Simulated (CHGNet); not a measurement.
**AlB2-type ZrB2**

Computed with the machine-learned potential CHGNet-r²SCAN (trained on r²SCAN data).

Cell (relaxed at this level):

Space group P6/mmm (No. 191); a = 3.167 Å, b = 3.167 Å, c = 3.553 Å, α = 90.00°, β = 90.00°, γ = 120.00°

| atom | site | symmetry | x | y | z |
|---|---|---|---|---|---|
| Zr | 1a | 6/mmm | 0.0000 | 0.0000 | 0.0000 |
| B | 2d | -6m2 | 0.3333 | 0.6667 | 0.5000 |

```
Property                          Value
------------------------------  -------
equilibrium lattice constant a  3.167 Å
c axis length                   3.553 Å
```

Measured, for comparison: lattice constant a 3.17 Å, lattice parameter c 3.532 Å (room temperature, no zero-point or thermal correction; as tabulated in Zhang et al. (2020), arXiv:1911.03307). Computed (rounded) less measured: lattice constant a -0.1 %, lattice parameter c +0.6 %.

A machine-learned potential is trained on density-functional data: it inherits that level's misses and adds fitting errors of its own.
